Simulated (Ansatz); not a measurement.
For BP (model structure, started from the NiAs type, P6₃/mmc, No. 194, 4 atoms in the cell), PBE (Ansatz, a first-principles code, PAW) gives:

- equilibrium lattice constant a: 3.067 Å
- c axis length: 5.078 Å

Question: What does PBE-D3(BJ) (plane waves, PAW; Ansatz) give for the same quantities?

Answer: 
- lattice constant a: 3.027 Å (decreases by 1.3 %)
- lattice parameter c: 5.026 Å (falls by 1.0 %)

Changes are worked out from the printed values.

Unless a cell is named, each level is at its own relaxed cell (PBE 10.34, PBE-D3(BJ) 9.97 Å³/atom).

Ansatz's density-functional and Hartree–Fock values are scalar-relativistic unless marked +SOC, with PAW data made under PBE.

A model structure was made by putting elements into a prototype or built by hand; it is no filed structure, need not be a known phase, and can be a saddle point held by its symmetry.
